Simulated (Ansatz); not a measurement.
## Response to strain in SnO2

The parent structure is SnO2 in the rutile structure (space group P4_2/mnm, No. 136; a = 4.769 Å, c = 3.212 Å). Axes: x, y, z lie along a, b, c of the conventional cell.

Strains are applied to the cell and any free atomic positions relax; under biaxial strain the out-of-plane vector relaxes too.

All numbers come from PBEsol, PAW, 420 eV (Ansatz, a program for electronic structure; spin-orbit coupling left out).

Notes on the quantities. in-plane stress: mean in-plane stress (compression positive).

| variant | electron mass | in-plane stress | ratio −ε⊥/ε∥ |
|---|---|---|---|
| base | 0.17 mₑ along c, 0.19 mₑ across (at Γ) | – | – |
| biaxial strain +0.60 %, plane normal [001], relaxed out of plane | 0.17 mₑ out of plane, 0.19 mₑ in plane (at Γ) | -1.7 GPa | – |
| biaxial strain +1.20 %, plane normal [001], relaxed out of plane | 0.17 mₑ out of plane, 0.18 mₑ in plane (at Γ) | -3.3 GPa | 0.67 |
| biaxial strain +1.80 %, plane normal [001], relaxed out of plane | 0.16 mₑ out of plane, 0.19 mₑ in plane (at Γ) | -4.9 GPa | 0.66 |
| biaxial strain +2.40 %, plane normal [001], relaxed out of plane | 0.16 mₑ out of plane, 0.19 mₑ in plane (at Γ) | -6.3 GPa | 0.64 |
| biaxial strain +3.00 %, plane normal [001], relaxed out of plane | 0.16 mₑ out of plane, 0.19 mₑ in plane (at Γ) | (withheld) | (withheld) |

Question: Some entries are withheld; estimate them.

Answer: 
- biaxial strain +3.00 %, plane normal [001], relaxed out of plane, in-plane stress: -7.7 GPa
- biaxial strain +3.00 %, plane normal [001], relaxed out of plane, ratio −ε⊥/ε∥: 0.63

The levels and masses belong to the bands next to the band gap. Masses are band curvatures over ±0.01 Å⁻¹ around the edge. Whether these cells are dynamically stable was not tested.
